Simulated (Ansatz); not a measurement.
# CdS: pressure −1 GPa

Take CdS in the wurtzite structure (space group P6_3mc, No. 186; a = 4.197 Å, c = 6.830 Å) as the base.

One thing is altered: a negative pressure, −1 GPa.

Calculations: Kohn–Sham DFT with the PBE functional, run in Ansatz (a first-principles code) with PAW and 420 eV plane waves, no SOC, earlier PAW set. k-mesh 9×9×5 (Γ-centred); smearing 0.05 eV (Fermi–Dirac).

| quantity | base | changed | shift |
|---|---|---|---|
| density | 4.61 g/cm³ | 4.52 g/cm³ | -0.09 g/cm³ |
| lattice parameter a | 4.197 Å | 4.224 Å | +0.0278 Å |
| c/a ratio | 1.628 | 1.628 | 0.000 |
| shortest interatomic distance | 2.566 Å | 2.583 Å | +0.017 Å |
| enthalpy H = E + PV relative to the base's energy | – | -0.16 eV/atom | – |
| band gap | 1.11 eV | 1.06 eV | -0.05 eV |
| gap character | direct at Γ | direct at Γ | – |
| mean gap deformation potential ΔEg/Δln V | – | -2.4 eV | – |
| width of the top valence band | 1.55 eV | 1.50 eV | -0.05 eV |
| electron mass | 0.12 mₑ along c, 0.13 mₑ across (at Γ) | 0.12 mₑ along c, 0.12 mₑ across (at Γ) | – |
| valence-band top at Γ (three highest levels, from the VBM) | 0.00, 0.00, -0.04 eV | 0.00, 0.00, -0.04 eV | – |

Load acts through the strain it causes; cell and atoms are relaxed under it. Effective masses come from finite differences of ±0.01 Å⁻¹. Stability against distortions was not tested.
